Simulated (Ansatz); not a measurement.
Consider AlRu in the CsCl type structure (space group Pm-3m, No. 221; a = 2.9770 Å; relaxed with 0.1 eV smearing).

Method: PBEsol (Ansatz, a quantum-chemistry and plane-wave program, PAW, spin-orbit coupling left out).

For the base:

| Quantity | Value |
|---|---|
| Pressure | 0.0 GPa |

The change: every lattice vector is shortened by 1.00 %, atoms relaxed at fixed cell.

Question: Estimate the effect on the energy relative to the base and pressure.

Answer: The energy grows by 8.4 meV/atom; the pressure goes from zero to 7.0 GPa.

The cells carry an imposed strain or load. Whether these cells are dynamically stable was not tested. The final runs are not spin-polarised.
